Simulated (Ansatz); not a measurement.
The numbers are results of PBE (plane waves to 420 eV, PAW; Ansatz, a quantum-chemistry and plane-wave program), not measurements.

Host crystal: corundum, with a band gap (PBE, scalar-relativistic without spin-orbit coupling).

Planar average of the electrostatic potential across the slab, in eV from the Fermi level, for W on the 1x1 (0001) surface of corundum (cut with top plane Al), one in a 1x1 cell, started at the site 'over Al at depth 1.2 Å':

```csv
z (Å),V (eV)
6.02,3.18
6.30,3.18
6.59,3.18
6.88,3.18
7.16,3.18
7.45,3.18
7.73,3.17
8.02,3.16
8.31,3.14
8.59,3.09
8.88,2.97
9.17,2.66
9.45,1.82
9.74,-0.11
10.03,-5.22
10.31,-10.15
10.60,-12.33
10.89,-10.88
11.17,-7.14
11.46,-5.89
11.74,-5.27
12.03,-5.56
12.32,-8.14
12.60,-9.67
12.89,-8.75
13.18,-5.80
13.46,-4.45
13.75,-4.69
14.04,-4.66
14.32,-6.45
14.61,-9.55
14.90,-10.55
15.18,-8.54
15.47,-5.23
15.76,-4.75
16.04,-4.80
16.33,-4.78
16.61,-7.70
16.90,-10.07
17.19,-9.56
17.47,-6.81
17.76,-4.64
18.05,-6.78
18.33,-8.72
18.62,-8.55
18.91,-6.08
19.19,-2.71
19.48,0.45
19.77,2.29
20.05,3.23
20.34,3.73
20.62,4.00
20.91,4.14
21.20,4.22
21.48,4.25
21.77,4.27
22.06,4.28
22.34,4.29
22.63,4.29
22.92,4.29
```

Slab: 21 atoms, 6.7 Å thick at the start under the adsorbate (thin: gaps and levels are the slab's own); k 6x6x1, smearing 0.01 eV, dipole-corrected; 9 atoms held, the rest relaxed; symmetry of the start imposed; spin-polarised, ending with about 2.1 μB a cell, a value that depends on the mesh; orders that need a larger cell were not tried, no spin-orbit, no U, no dispersion correction. The slab shows no gap over 0.04 eV on its mesh. At the end it is bonded to 4 Al + 3 O. In PBE it is, or lies within 0.03 eV of, the lowest of the starts that converged.

Task: The surface cell has an area of 20.03 Å². What dipole along the normal does the step between the two vacuum levels imply?

Result: the top vacuum level lies 1.12 eV above the bottom one; p = −ε₀ A ΔV (ε₀ = 0.005526 e/(V·Å)) gives -0.12 e·Å a cell.
